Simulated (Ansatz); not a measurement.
The cell is made up: elements placed on another compound's structure type, so the phase may be hypothetical.

By r2SCAN, the system below comes out a metal.

A figure of merit of an interconnect metal is its ballistic conductance per area.

Given:

```
CELL_PARAMETERS angstrom
      5.96370     0.00000     0.00000
     -2.98185     5.16472     0.00000
      2.98185     1.72157     2.43467
ATOMIC_POSITIONS crystal
  Ti 0.50000 0.50000 0.00000
  Ti 0.50000 0.00000 0.00000
  Ti 0.00000 0.50000 0.00000
  C  0.50000 0.00000 0.50000
  C  0.50000 0.50000 0.50000
  C  0.00000 0.00000 0.50000
```

Space group of this cell: Pm-3m. The cell was relaxed by PBE-D3(BJ); by r2SCAN its mean pressure is 4.2 GPa.

The current flows along the normal of the first two printed cell vectors. No spin-orbit coupling; the value is a mean over 0.1 eV about the Fermi level.

Q: Estimate the ballistic conductance per area that r2SCAN run with Ansatz (a first-principles code) returns for this system.

A: 0.92 × 10¹⁵ S/m² for both spins.
